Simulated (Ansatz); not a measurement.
Start from Se (space group P3_121, No. 152; made of chains).

```yaml
crystal:
  lattice:
    - [4.53455, 0.00000, 0.00000]
    - [-2.26727, 3.92703, 0.00000]
    - [0.00000, 0.00000, 5.04146]
  atoms:
    - { symbol: Se, position: [0.21814, 0.00000, 0.83333] }
    - { symbol: Se, position: [0.00000, 0.21814, 0.16667] }
    - { symbol: Se, position: [0.78186, 0.78186, 0.50000] }
```

Method: PBE/PAW in Ansatz (a first-principles code), without spin-orbit coupling.

For the base:

```
Quantity                       Result
----------------------------  -------
Gap between the host's bands  1.04 eV
```

Now apply this change: electron doping at 1.5×10^21 cm⁻³ (0.135 per cell), with a uniform compensating background at fixed cell and a 300 K Fermi–Dirac width.

Task: Estimate the effect on the Fermi level from band edge.

Result: The Fermi level relative to the doped band's edge (positive inside the band; to 0.05 eV) comes out as +0.40 eV.

Task: Estimate the effect on the gap between the host's bands.

Result: The gap between the host's bands goes up by 0.013 eV (1.04 eV → 1.06 eV).

Carriers are added with a uniform compensating background; total energy and stress of such cells depend on the potential's zero and are not compared; many-body gap narrowing is missing at this level. Stability against distortions was not tested. No dispersion term is included, though the crystal is made of layers, chains or molecules, so its spacings can come out too wide.
